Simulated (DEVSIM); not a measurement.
Structure: p-channel Si planar bulk MOSFET with Al2O3, at 300 K.

- Gate length = 40 nm
- Source drain length = 32 nm
- Dielectric thickness = 2 nm
- Lateral straggle = 3.1 nm
- Underlap = 0 nm
- Junction depth = 18 nm
- Substrate depth = 137 nm
- Gate work function = 4.98 eV
- Source and drain doping = 1.4e20 cm⁻³, Gaussian tails under the gate
- Body doping = 2.2e18 cm⁻³
- Lifetime = 4e-7 s
- Supply = 1 V
- Halo peak = 4.5e18 cm⁻³

All mobilities are scaled by 0.5; velocity saturation, μ/(1 + (μE/vsat)^b)^(1/b) with b = 2 for electrons and 1 for holes and E the electric field along each mesh edge, is on. Mobility is constant in doping.

This is a model device: material constants are rounded textbook-type values typed into the input, and sizes, dopings and lifetimes were drawn at random. Values at 300 K.

Si: gap (eV) 1.124, affinity (eV) 4.05, permittivity 11.7, Nc (cm⁻³) 2.86e19, Nv (cm⁻³) 3.1e19, μn (cm²/Vs) 1417, μp (cm²/Vs) 470, vsat,n (cm/s) 1e7, vsat,p (cm/s) 8.4e6. Al2O3: gap (eV) 6.8, affinity (eV) 1.35, permittivity 9.

Model (solved in DEVSIM): 2D drift-diffusion, Boltzmann statistics, complete ionisation; no quantum confinement, tunnelling, impact ionisation, self-heating, contact resistance or fringe fields beside the gate. Metal contacts follow the ideal Schottky-Mott rule: no Fermi-level pinning, no interface dipoles.

Transfer curves, |Id| in μA/μm:

```csv
Vg (V),Vd = -0.05 V,Vd = -1 V
0.2,3.838e-7,2.160e-6
0.15,1.776e-6,9.983e-6
0.1,8.395e-6,4.646e-5
0.05,3.990e-5,0.0002175
0,0.0001900,0.001023
-0.05,0.0009056,0.004815
-0.1,0.004312,0.02265
-0.15,0.02046,0.1060
-0.2,0.09630,0.4897
-0.25,0.4446,2.182
-0.3,1.950,8.841
-0.35,7.476,27.99
-0.4,21.99,66.70
-0.45,46.88,125.0
-0.5,79.35,196.1
-0.55,115.3,277.4
-0.6,153.2,365.5
-0.65,191.5,459.2
-0.7,229.9,557.6
-0.75,268.1,659.1
-0.8,305.5,764.3
-0.85,342.4,872.3
-0.9,378.7,981.8
-0.95,414.2,1093
-1,448.9,1207
```

### Question
Work out the subthreshold swing at low drain bias from the rows at 0 and -0.05 V, and compare it with the thermal limit.

### Answer
log10(0.0009056/0.0001900) = 0.678 over 50.0 mV, so S = 73.7 mV/decade. The limit kT/q ln 10 is 59.5 mV/decade; the ratio is 1.24. This is the steepest step of the table.

### Question
Find both thresholds at the constant current 0.1 μA × (1 μm/L) a micrometre, and the DIBL.

### Answer
The current is 2.50 μA/μm. Interpolating ln Id gives -0.309 V and -0.255 V; their difference over the 0.95 V of drain bias is 57 mV/V.

Source and drain are degenerate, where Boltzmann statistics are only rough. The electric field that drives the saturation includes the junctions' built-in field, which lowers the mobility there even at small currents: subthreshold currents come out too low, a known weakness of this choice.
